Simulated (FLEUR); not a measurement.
A self-consistent single point of Ta (Im-3m, 1 atom in the cell) with FLEUR.

Level of theory: PBE, all-electron FLAPW (FLEUR), scalar-relativistic valence in FLEUR.

The change in words: lattice scaled by 0.98. Reference geometry:
```
Ta
1.0
   -1.67793     1.67793     1.67793
    1.67793    -1.67793     1.67793
    1.67793     1.67793    -1.67793
Ta
1
Direct
  0.00000   0.00000   0.00000
```

Reference input (self-consistent single point, DFT, PBE, all-electron FLAPW (FLEUR), scalar-relativistic valence): Kmax = 3.9 1/bohr; GmaxXC = 15.6 1/bohr; xcFunctional = pbe; jspins = 1; l_soc = F; mode = hist; fermiSmearingEnergy = 0.00499791 Htr; mesh (inpgen div1-3) = 18 18 18; inpgen gamma flag = true; Gmax = 15.6 1/bohr; numbands = 0; maxIterBroyd = 25. This run's input differs from it in these lines:

```diff
@@ -6,3 +6,3 @@
 0.5773502692 0.5773502692 -0.5773502692
-5.4920485612
+5.3822065426
 1.0 1.0 1.0
@@ -42,5 +42,5 @@
          <bravaisMatrix>
-            <row-1>   -3.1708357152682924     3.1708357152682924     3.1708357152682924</row-1>
-            <row-2>    3.1708357152682924    -3.1708357152682924     3.1708357152682924</row-2>
-            <row-3>    3.1708357152682924     3.1708357152682924    -3.1708357152682924</row-3>
+            <row-1>   -3.1074183962601110     3.1074183962601110     3.1074183962601110</row-1>
+            <row-2>    3.1074183962601110    -3.1074183962601110     3.1074183962601110</row-2>
+            <row-3>    3.1074183962601110     3.1074183962601110    -3.1074183962601110</row-3>
          </bravaisMatrix>
```

Output (repeated stretches shortened):

```
 Iteration:     1   Distance:      10.81353818 me/bohr^3
 Iteration:     2   Distance:       9.81580634 me/bohr^3
 Iteration:     3   Distance:       5.26942346 me/bohr^3
 Iteration:     4   Distance:       1.27100755 me/bohr^3
 Iteration:     5   Distance:       1.17843588 me/bohr^3
   [... 4 lines left out ...]
 Iteration:    10   Distance:       0.00395016 me/bohr^3
 Iteration:    11   Distance:       0.00007307 me/bohr^3
 Iteration:    12   Distance:       0.00009514 me/bohr^3
 Iteration:    13   Distance:       0.00000233 me/bohr^3
 Run finished successfully
 Stop message:
   Structural relaxation: Done

[file out, last iteration]
             iter=     14
[...]
          total density-effective poten   -2.7091136571E+04
          total charge density-energy d   -3.1765806436E+02
 Updated energy parameters for spin:           1
[...]
 fermi energy and band-weighting factors:

[...]
FERMIE:
          first approx. to ef    (T=0)  :   0.523791 htr   (energy of the highest occ. eigenvalue)
          number of occ. states  (T=0)  :       2616
          first approx. to seigv (T=0)  :  -8.213198 htr
          sum of weights of occ. states :  13.507716
          sum of semicore charge        :   0.000000 e
FERHIS:  Fermi-Energy by histogram:
          bandgap                     :   0.000160 htr
   [... lines left out ...]
          charge neutrality (T=0)     :   0.015432    (zero if the highest occ. eigenvalue is "entirely" occupied)
     EF_NEWTON:  Adjust Fermi-Energy by Newton-Method.
 Direct bandgap for spin            1 :    2.8397506111452753E-003  Htr
   [... lines left out ...]
 ---->    (input%tkb*entropy) TS=              0.0028384954 htr
 ---->    free energy=                    -15626.1190456530 htr
      extrapolation for T->0
 ---->    total electron energy=          -15626.1176264053 htr
 ***** TOTAL FORCES ON ATOMS *****
 TOTAL FORCE FOR ATOM TYPE=  1  X=  0.000   Y=  0.000   Z=  0.000
                       FX_TOT= 0.000000 FY_TOT= 0.000000 FZ_TOT= 0.000000
 Structural relaxation: Done
```

The run converged in 13 iterations. FLEUR gives forces in its relaxation mode, with a further iteration, so its stop message speaks of a relaxation. Against the reference run the free energy rises by 1.8 meV/atom.

The starting cell comes from a database of computed structures (which also holds hypothetical and non-ambient phases and stackings), without a prior relaxation at this level. Its lattice was rescaled by a random factor within 2.5 % of one. For this run, on top of that: lattice scaled by 0.98. Spin-orbit coupling is off. Spin polarisation is off. Values depend on the basis (sphere radii, cutoffs, local orbitals), which need not be converged. The log's line on a gap gives a spacing of levels on this mesh, which the program prints for metals too.

Cost on one core of a shared machine: roughly 60 s.
